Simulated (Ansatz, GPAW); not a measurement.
## InGaTe2 (P1, 8 atoms in the cell) computed with different codes at matched settings

Self-consistent single point, at a second geometry (atoms moved at random). First geometry:

```yaml
crystal:
  lattice:
    - [-4.32802, 4.32802, 3.44395]
    - [4.32802, -4.32802, 3.44395]
    - [4.32802, 4.32802, -3.44395]
  atoms:
    - { symbol: In, position: [0.75000, 0.75000, 0.00000] }
    - { symbol: In, position: [0.25000, 0.25000, 0.00000] }
    - { symbol: Ga, position: [0.25000, 0.75000, 0.50000] }
    - { symbol: Ga, position: [0.75000, 0.25000, 0.50000] }
    - { symbol: Te, position: [0.17133, 0.67133, 0.84266] }
    - { symbol: Te, position: [0.82867, 0.32867, 0.15734] }
    - { symbol: Te, position: [0.67133, 0.82867, 0.50000] }
    - { symbol: Te, position: [0.32867, 0.17133, 0.50000] }
```

Second geometry:
```
CELL_PARAMETERS angstrom
     -4.32802     4.32802     3.44395
      4.32802    -4.32802     3.44395
      4.32802     4.32802    -3.44395
ATOMIC_POSITIONS crystal
  In 0.75210 0.75174 0.00219
  In 0.24342 0.24505 0.99909
  Ga 0.24157 0.73813 0.50095
  Ga 0.74978 0.24805 0.49946
  Te 0.16555 0.66615 0.84626
  Te 0.83137 0.33750 0.14960
  Te 0.67832 0.83707 0.50376
  Te 0.33789 0.17630 0.49869
```

Shared settings, as Ansatz (a first-principles code) writes them: kpoints.mp_grid.grid = 3 3 3; scf.occupations.method = gaussian; scf.occupations.width = 0.272 eV. Potentials and cutoffs stand in the table.

```json
[
 {"code": "Ansatz", "model": "PBEsol, PAW files made with PBE", "ΔF from the first geometry (meV/atom)": "7.0", "pressure (GPa)": "-3.38", "largest force (eV/Å)": "0.528", "cutoff": "420 eV"},
 {"code": "GPAW", "model": "PBEsol, GPAW PAW datasets PBEsol (made by gpaw-setup)", "ΔF from the first geometry (meV/atom)": "7.2", "pressure (GPa)": "-3.50", "largest force (eV/Å)": "0.539", "cutoff": "600 eV"}
]
```

Size of the force on each atom (eV/Å): Sizes of forces hide their directions.

| code | In1 | In2 | Ga3 | Ga4 | Te5 | Te6 | Te7 | Te8 |
|---|---|---|---|---|---|---|---|---|
| Ansatz | 0.046 | 0.024 | 0.408 | 0.209 | 0.421 | 0.528 | 0.317 | 0.368 |
| GPAW | 0.046 | 0.023 | 0.418 | 0.217 | 0.431 | 0.539 | 0.327 | 0.381 |

No clean gap comes from GPAW: levels at the Fermi energy touch, overlap or are partly filled at this smearing.

On Ansatz's run: spin-orbit coupling is off.

The spread over the programs that give each value: ΔF from the first geometry within 0.2 meV/atom; pressure within 0.12 GPa; largest force within 0.011 eV/Å.

Ansatz's pressure is given at a fixed set of plane waves, as the other plane-wave codes print theirs.

The starting cell comes from a database of computed structures (which also holds hypothetical and non-ambient phases and stackings), without a prior relaxation at this level. Its lattice was rescaled by a random factor within 2.5 % of one. For this run, on top of that: atoms moved at random.

Keys are those of Ansatz 0.2.
